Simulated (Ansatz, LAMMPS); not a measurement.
# Si well of 12 atomic layers along [001] in random Si0.8Ge0.2, interfaces sharp

Cell 16.58 × 16.58 × 49.45 Å, Si562Ge86, 648 atoms. Prepared with Tersoff's 1989 multicomponent potential (SiCGe.tersoff) (LAMMPS): minimisation. 

All values below come from PBE, support functions at accuracy medium on the grid of 370 eV (norm-conserving potentials; Ansatz, a first-principles code).

Basis: localised support functions (accuracy medium) on a full density matrix. k-points: zone centre alone; occupations: Fermi-Dirac, 0.010 eV; spin polarisation not allowed. Spin-orbit coupling is left out.

```yaml
Kohn-Sham gap of the cell on its k-mesh: 0.48 eV
weight_of_the_highest_filled_level_on_the_well: 0.29
weight_of_the_lowest_empty_level_on_the_well: 0.83
coordination (neighbours within 2.850 Å): 100.0 % 4-fold
Ge-Ge bonds, mean ± spread: 2.467 ± 0.006 Å
Ge-Si bonds, mean ± spread: 2.421 ± 0.007 Å
Si-Si bonds, mean ± spread: 2.377 ± 0.006 Å
bond angles, mean ± spread: 109.5° ± 0.9°
pressure: -0.66 GPa
cost_of_the_final_run: around 30 core-minutes (rough), 16 SCF iterations, 13 GiB
```
